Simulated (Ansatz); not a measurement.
Consider YN in the rock salt structure (space group Fm-3m, No. 225; a = 4.896 Å). Axes: x, y, z lie along the cube axes.

Level of theory: r2SCAN (Ansatz, a quantum-chemistry and plane-wave program; PAW; 500 eV plane waves; spin-orbit coupling left out).

For the base:

| Property | Result |
|---|---|
| Valley order | X along ⟨100⟩ 0.58 eV |

It is then changed as follows: biaxial strain −2.50 %, plane normal [001], relaxed out of plane (Cartesian); in-plane vectors clamped, the third vector and the atoms free.

Question: What happens to the valley order?

Answer: The valley order (the lowest conduction-band minima on the path, energy above the VBM, named in the base's zone) changes from X along ⟨100⟩ 0.58 eV to X along [100] 0.42 eV; X along [001] 0.53 eV.

Question: What happens to the out-of-plane strain?

Answer: The out-of-plane strain is +1.36 %.

The levels and masses belong to the bands next to the band gap. Whether these cells are dynamically stable was not tested.
